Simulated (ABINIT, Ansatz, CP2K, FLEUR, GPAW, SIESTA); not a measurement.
**One structure in several programs: Mg₆CuW (Amm2, 8 atoms in the cell)**

Self-consistent single point.

```
CELL_PARAMETERS angstrom
      4.87389     0.00000     0.00000
      0.00000     3.03705     5.36648
      0.00000    -3.03705     5.36648
ATOMIC_POSITIONS crystal
  Mg 0.50000 0.67338 0.16964
  Mg 0.50000 0.16964 0.67338
  Mg 0.00000 0.82950 0.34432
  Mg 0.00000 0.34432 0.82950
  Mg 0.00000 0.32157 0.32157
  Mg 0.00000 0.82325 0.82325
  Cu 0.50000 0.16610 0.16610
  W  0.50000 0.67224 0.67224
```

Shared settings, as Ansatz (a first-principles code) writes them: kpoints.mp_grid.grid = 3 3 3; scf.occupations.method = fermi_dirac; scf.occupations.width = 0.136 eV. Potentials and cutoffs stand in the table.

```json
[
 {"code": "FLEUR", "model": "LDA (Perdew-Zunger), all-electron FLAPW (FLEUR), scalar-relativistic valence", "pressure (GPa)": "–", "largest force (eV/Å)": "0.161", "cutoff": "Kmax 4 1/bohr"},
 {"code": "SIESTA", "model": "LDA PW92, numerical atomic orbitals DZP, PseudoDojo LDA standard norm-conserving potentials (rewritten from UPF to PSML)", "pressure (GPa)": "-4.92", "largest force (eV/Å)": "0.099", "cutoff": "grid 300 Ry"},
 {"code": "Ansatz", "model": "LDA (PW92), PAW files made with PBE", "pressure (GPa)": "-6.57", "largest force (eV/Å)": "0.161", "cutoff": "420 eV"},
 {"code": "CP2K", "model": "LDA (Pade form), GPW, DZVP-MOLOPT-SR-GTH basis, GTH-PADE potentials (GTH_POTENTIALS)", "pressure (GPa)": "-5.17", "largest force (eV/Å)": "0.201", "cutoff": "grid 1000 Ry"},
 {"code": "GPAW", "model": "LDA (Perdew-Wang 92), GPAW PAW datasets LDA (gpaw-data 1.0.1)", "pressure (GPa)": "-6.56", "largest force (eV/Å)": "0.159", "cutoff": "850 eV"},
 {"code": "ABINIT", "model": "LDA (PW92), PAW (JTH v2.0 LDA PAW)", "pressure (GPa)": "-6.56", "largest force (eV/Å)": "0.164", "cutoff": "816 eV"}
]
```

Size of the force on each atom (eV/Å): Sizes of forces hide their directions.

| code | Mg1 | Mg2 | Mg3 | Mg4 | Mg5 | Mg6 | Cu7 | W8 |
|---|---|---|---|---|---|---|---|---|
| FLEUR | 0.037 | 0.037 | 0.150 | 0.150 | 0.161 | 0.151 | 0.006 | 0.007 |
| SIESTA | 0.042 | 0.042 | 0.099 | 0.099 | 0.095 | 0.043 | 0.030 | 0.006 |
| Ansatz | 0.038 | 0.038 | 0.154 | 0.154 | 0.161 | 0.156 | 0.005 | 0.009 |
| CP2K | 0.188 | 0.188 | 0.181 | 0.181 | 0.201 | 0.103 | 0.005 | 0.025 |
| GPAW | 0.038 | 0.038 | 0.157 | 0.157 | 0.158 | 0.159 | 0.006 | 0.007 |
| ABINIT | 0.037 | 0.037 | 0.151 | 0.151 | 0.164 | 0.154 | 0.005 | 0.008 |

A dash marks a value that a program does not give, or that is left out as unsure.

On Ansatz's run: spin-orbit coupling is off. Spin polarisation is off.

The spread over the programs that give each value: pressure within 1.65 GPa; largest force within 0.102 eV/Å.

SIESTA and CP2K use small atom-centred bases, whose incompleteness enters pressures, forces and empty levels differently from a plane-wave cutoff. FLEUR treats all electrons, but the usual bases taken here (sphere radii, linearisation, local orbitals, empty states) were not tested for convergence, so the values are no reference for the others. Ansatz's pressure is given at a fixed set of plane waves, as the other plane-wave codes print theirs. In the pressure, SIESTA (by 1.64) and CP2K (by 1.39) lie more than 1 GPa from the median of the plane-wave programs. In the force vectors, SIESTA (by 0.216) and CP2K (by 0.259) lie more than 0.08 eV/Å from the median of the plane-wave programs.

The shared mesh is coarse (it stands for a supercell whose shortest vector is 15 Å), so the values are not converged in it.

The starting cell comes from a database of computed structures (which also holds hypothetical and non-ambient phases and stackings), without a prior relaxation at this level. Its lattice was rescaled by a random factor within 2.5 % of one.

Keys are those of Ansatz 0.2.
